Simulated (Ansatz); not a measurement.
Density of states of BP (F-43m) above the conduction band minimum, HSE06, rigid bands (Ansatz, a first-principles code); cell volume 23.1 Å³.

(energy from edge (eV), 10⁻³ states/eV/cell): (0.006, 16.2); (0.031, 40.9); (0.056, 57.1); (0.081, 73.4); (0.106, 89.6); (0.131, 97.9); (0.156, 105); (0.181, 113); (0.206, 121); (0.231, 130); (0.256, 138); (0.281, 147); (0.319, 162); (0.344, 169); (0.369, 178); (0.394, 187); (0.419, 195); (0.444, 201); (0.469, 216); (0.494, 227); (0.519, 235); (0.544, 245); (0.569, 255); (0.594, 262)

**Question.** What effective density of states at 300 K does this give (∫ g(E) exp(−E/k_BT) dE, both spins, divided by the cell's size)?

**Answer.** 3.7e19 cm⁻³, a density-of-states mass of 1.31 mₑ, valleys and band degeneracy included.

Spin-orbit coupling is left out. Geometry: cell and atoms relaxed with PBEsol.
